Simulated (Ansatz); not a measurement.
Consider ZnO in the wurtzite structure (space group P6_3mc, No. 186).

```
ZnO
1.0
    3.23518     0.00000     0.00000
   -1.61759     2.80175     0.00000
    0.00000     0.00000     5.21141
Zn O
2 2
Cartesian
  1.61759   0.93392   0.01257
  0.00000   1.86783   2.61828
  1.61759   0.93392   3.24560
  0.00000   1.86783   0.63990
```

The values are results of Kohn–Sham DFT with the r2SCAN functional, run in Ansatz (a first-principles code) with PAW and 500 eV plane waves, without spin-orbit coupling, not measurements.

Carriers are added at fixed cell with a uniform background; the Fermi–Dirac width is that of 300 K.

One change was made to it. Results:

| quantity | base | after |
|---|---|---|
| Fermi level relative to the doped band's edge (positive inside the band; to 0.05 eV) | – | +1.10 eV |
| gap character | direct at Γ | direct at Γ |
| gap between the host's bands | 1.24 eV | 1.22 eV |

Q: Which of these changes matches the shifts?
A. electrons 1.0×10^21 cm⁻³
B. electrons 1.0×10^22 cm⁻³
C. electrons 5.0×10^21 cm⁻³

A: A, electrons 1.0×10^21 cm⁻³. For comparison, the Fermi level from band edge in the other runs: electrons 1.0×10^22 cm⁻³ gives +3.20 eV; electrons 5.0×10^21 cm⁻³ gives +2.35 eV.

Charged cell with a jellium background: band edges are those of the host's band count, energies are not comparable with the neutral cell, and many-body gap narrowing is missing. Stability against distortions was not tested.
